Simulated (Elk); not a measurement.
Band structure of Ir (Fm-3m, 1 atom in the cell).

```xyz
1
Lattice="0.0000 1.9200 1.9200 1.9200 0.0000 1.9200 1.9200 1.9200 0.0000" Properties=species:S:1:pos:R:3 pbc="T T T"
Ir     0.0000     0.0000     0.0000
```

Method of the run: PBE, all-electron FP-LAPW, Elk's shipped species files, default APW+lo basis (Elk 10.2.4).

Settings: xctype = 20; swidth = 0.00367493 Ha; ngridk = 10 10 10; rmtscf = 0.86; maxscl = 100.

The starting cell has typed, rounded lattice constants, without a prior relaxation at this level. Spin-orbit coupling is off. Spin polarisation is off. Values depend on the basis (sphere radii, cutoffs, local orbitals), which need not be converged.

Levels in eV from the Fermi level, bands 11 to 18:
| point | 11 | 12 | 13 | 14 | 15 | 16 | 17 | 18 |
|---|---|---|---|---|---|---|---|---|
| Γ | -11.23 | -3.92 | -3.92 | -3.92 | -1.29 | -1.29 | 13.58 | 19.08 |
| X | -8.01 | -7.44 | 0.79 | 1.43 | 1.43 | 1.57 | 10.49 | 11.39 |
| W | -6.36 | -4.97 | -4.97 | -1.89 | 1.43 | 8.07 | 8.94 | 8.94 |
| K | -7.04 | -6.06 | -2.97 | -0.95 | 0.56 | 6.17 | 7.63 | 11.44 |
| L | -8.19 | -4.06 | -4.06 | -0.88 | 0.84 | 0.84 | 7.23 | 13.20 |
| U | -7.04 | -6.06 | -2.97 | -0.95 | 0.56 | 6.17 | 7.63 | 11.44 |

Bands cross the Fermi level along this path, so the cell is metallic at this level.
